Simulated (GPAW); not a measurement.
## Convergence study of the k-point mesh at a smearing width of 0.3 eV for Pt (Fm-3m, 1 atom in the cell)

```
Pt
1.0
    0.00000     1.95412     1.95412
    1.95412     0.00000     1.95412
    1.95412     1.95412     0.00000
Pt
1
Direct
  0.00000   0.00000   0.00000
```

Computed with PBEsol, GPAW PAW datasets PBEsol (made by gpaw-setup) (plane waves; GPAW).

Base settings: mode = pw; ecut = 600 eV; xc = PBEsol; kpts = 12 12 12; mesh shift (steps) = 0 0 0; occupations.name = methfessel-paxton; occupations.width = 0.1 eV; occupations.order = 0; nbands = -5; convergence.density = 1e-05 e/electron.

In this ladder: occupations.width = 0.3 eV.

Only quantities that move along the ladder and can be compared are tabulated.

The count of work is k-points × plane waves × bands × iterations; it is no time. 

The starting cell has typed, rounded lattice constants, without a prior relaxation at this level. Its lattice was rescaled by up to half a per cent. Spin polarisation is off.

Steps (kpts): 5 5 5; 6 6 6; 7 7 7; 9 9 9; 11 11 11; 13 13 13; 16 16 16; 19 19 19; 23 23 23; 34 34 34.

### Question
What is the coarsest kpts that holds the free energy within 2 meV/atom of the last step, with all finer ones?

### Answer
16 16 16, at 0.14 of the last step's count of work; the step before is off by 4.1 meV/atom.

### Question
What is the coarsest kpts that holds the pressure within 0.05 GPa of the last step, with all finer ones?

### Answer
13 13 13, at 0.085 of the last step's count of work; the step before is off by 0.28 GPa.

```tsv
kpts	free energy less the last step's (meV/atom)	pressure (GPa)	count of work / last
5 5 5	283.13	7.81	0.0094
6 6 6	-100.44	-0.37	0.016
7 7 7	30.37	3.81	0.031
9 9 9	-23.33	2.02	0.033
11 11 11	-8.72	2.11	0.053
13 13 13	4.09	2.40	0.085
16 16 16	-0.71	2.35	0.14
19 19 19	-1.04	2.37	0.21
23 23 23	0.35	2.41	0.34
34 34 34	0.00	2.39	1.0
```
